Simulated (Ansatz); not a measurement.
Defect: Na vacancy in rock-salt NaCl, charge state -1. The step: one Na atom jumps into the vacancy from a nearby Na site; the atom moves 3.85 Å along (0.00, -0.48, -0.48) of the unit cell; the moving atom starts with neighbours 2 Cl at 2.80, 2 Cl at 2.86, 2 Cl at 2.91 Å and ends with 2 Cl at 2.80, 2 Cl at 2.86, 2 Cl at 2.91 Å. A PBE band in Ansatz (plane-wave PAW, the Γ point alone, 64 host sites, 18 SCF runs with any check of the saddle's order, static, no finite-size correction) gives a forward barrier of 0.62 eV. The saddle point's order was not checked, and it lies on a symmetry element of the cell, where a band can be held. The charge state is imposed; whether it is stable for some Fermi level was not computed. Forms of the defect that were not tried may lie lower.

Single points at the band's start and saddle point can refine it. Rough cost of one point, in units of the band's mean SCF on the same machine:

```json
[
 {"Level": "PBE, a 2×2×2 k-point mesh shifted by half a step", "Cost of one point": "about 7"},
 {"Level": "r2SCAN at 500 eV, the Γ point alone", "Cost of one point": "about 3"}
]
```

Question: Which of these move the barrier by more than 0.1 eV, and how far does each move it?

Answer: Not one does. PBE, a 2×2×2 k-point mesh shifted by half a step: 0.00 eV; r2SCAN at 500 eV, the Γ point alone: +0.03 eV. Each functional is compared with PBE at the same k-points.

Ansatz is a quantum-chemistry and plane-wave program.
